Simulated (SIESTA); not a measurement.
Input and output of a self-consistent single point for NiAl (P4mm, 2 atoms in the cell) (SIESTA).

Computed with LDA PW92, numerical atomic orbitals DZP, PseudoDojo LDA standard norm-conserving potentials (rewritten from UPF to PSML) run with SIESTA.

```
NiAl
1.0
    2.88133     0.00000     0.00000
    0.00000     2.88133     0.00000
    0.00000     0.00000     2.88133
Al Ni
1 1
Cartesian
  1.44067   1.44067   1.49066
  0.00000   0.00000   0.00000
```

Reference input (self-consistent single point, DFT, LDA PW92, numerical atomic orbitals DZP, PseudoDojo LDA standard norm-conserving potentials (rewritten from UPF to PSML)): XC.functional = LDA; XC.authors = PW92; potentials = PseudoDojo LDA standard; PAO.BasisSize = DZP; PAO.EnergyShift = 0.005 Ry; MeshCutoff = 400 Ry; kgrid.MonkhorstPack = 5 5 5; OccupationFunction = FD; ElectronicTemperature = 1160.45 K; MaxSCFIterations = 150; SCF.Mixer.Method = Pulay; SCF.Mixer.Weight = 0.2. This run's input differs from it in these lines:

```diff
@@ -39,3 +39,6 @@
 SCF.Mixer.History            8
-SCF.DM.Tolerance             1.0E-04
+SCF.DM.Converge              false
+SCF.H.Converge               false
+SCF.FreeE.Converge           true
+SCF.FreeE.Tolerance          1.0E-12 eV
 Diag.ParallelOverK           true
```

Log, with long lists cut:

```
        iscf     Eharris(eV)        E_KS(eV)     FreeEng(eV)     dDmax    Ef(eV) dHmax(eV)
   scf:    1    -4599.006861    -4621.002667    -4621.077044  1.054901 -4.389842 17.398806
   scf:    2    -4625.202989    -4627.042386    -4627.086794  0.214228 -6.283408  3.314639
   scf:    3    -4627.416828    -4627.348703    -4627.402517  0.037628 -5.985842  0.236984
   scf:    4    -4627.344305    -4627.351762    -4627.408039  0.094903 -5.932332  0.514374
   scf:    5    -4627.357468    -4627.358561    -4627.413288  0.008482 -5.989116  0.124338
   [... 141 lines left out ...]
   scf:  147    -4627.358695    -4627.358695    -4627.413779  0.000000 -5.979968  0.000000
   scf:  148    -4627.358695    -4627.358695    -4627.413779  0.000000 -5.979968  0.000000
   scf:  149    -4627.358695    -4627.358695    -4627.413779  0.000000 -5.979968  0.000000
   scf:  150    -4627.358695    -4627.358695    -4627.413779  0.000000 -5.979968  0.000000
SCF_NOT_CONV: SCF did not converge in maximum number of steps (required).
SCF_NOT_CONV: SCF did not converge in maximum number of steps (required).
Geom step, scf iteration, dDmax, dHmax:    0   150      0.000000     0.000000
Geom step, scf iteration, dDmax, dHmax:    0   150      0.000000     0.000000

ABNORMAL_TERMINATION
ABNORMAL_TERMINATION
Stopping Program from Node:    0
Stopping Program from Node:    0
```

The run ended unconverged after 150 iterations. 

The starting cell has typed, rounded lattice constants, without a prior relaxation at this level. Its lattice was rescaled by up to half a per cent. One atom was moved a little off its site on purpose. Values carry the incompleteness of an atom-centred basis.

Cost on one core of a shared machine: roughly 3 min.
